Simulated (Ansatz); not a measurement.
System: O vacancy in rock-salt MgO (neutral cell). The step: a nearby O atom hops onto the vacant site; the atom moves 3.01 Å along (0.00, 0.50, 0.50) of the unit cell; the moving atom starts with neighbours 6 Mg at 2.13 Å and ends with 6 Mg at 2.13 Å. A PBE band in Ansatz (plane-wave PAW, the Γ point alone, 64 host sites, 53 SCF runs with any check of the saddle's order, static, no finite-size correction) gives a forward barrier of 3.70 eV. The check of the saddle point's order was inconclusive, and it lies on a symmetry element of the cell, where a band can be held. The charge state is imposed; whether it is stable for some Fermi level was not computed. Forms of the defect that were not tried may lie lower.

Single points at the band's start and saddle point can refine it. Rough cost of one point, in units of the band's mean SCF on the same machine:

```json
[
 {"Level": "PBE, a 2×2×2 k-point mesh shifted by half a step", "Cost of one point": "about 8"},
 {"Level": "r2SCAN at 500 eV, the Γ point alone", "Cost of one point": "about 3"}
]
```

Q: Which of these move the barrier by more than 0.1 eV, and how far does each move it?

A: PBE, a 2×2×2 k-point mesh shifted by half a step: +0.54 eV; r2SCAN at 500 eV, the Γ point alone: +0.45 eV. Each functional is compared with PBE at the same k-points.

Ansatz is a program for electronic structure.
